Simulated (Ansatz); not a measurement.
# Effect of W → B on W

The reference is W in the bcc (W type) structure (space group Im-3m, No. 229; a = 3.154 Å).

Modification: full substitution W → B, then cell and atoms are relaxed.

Level of theory: PBEsol (Ansatz, a quantum-chemistry and plane-wave program, PAW, scalar-relativistic without spin-orbit coupling). Settings: 28×28×28 k-points, 0.05 eV Fermi–Dirac smearing, for the changed cell.

| quantity | base | changed | shift |
|---|---|---|---|
| volume per atom | 15.69 Å³ | 6.06 Å³ | -9.63 Å³ |
| density | 19.45 g/cm³ | 2.96 g/cm³ | -16.49 g/cm³ |
| lattice parameter a | 3.154 Å | 2.297 Å | -0.857 Å |
| space group | Im-3m (No. 229) | Im-3m (No. 229) | – |
| band gap | zero | zero | – |

Cost of the whole job for the changed cell (relaxation, final SCF and bands): around 20 core-seconds (rough).

Whether these cells are dynamically stable was not tested. As relaxed here, B is a hypothetical phase, not in the database extracts checked. All final runs are without spin polarisation.
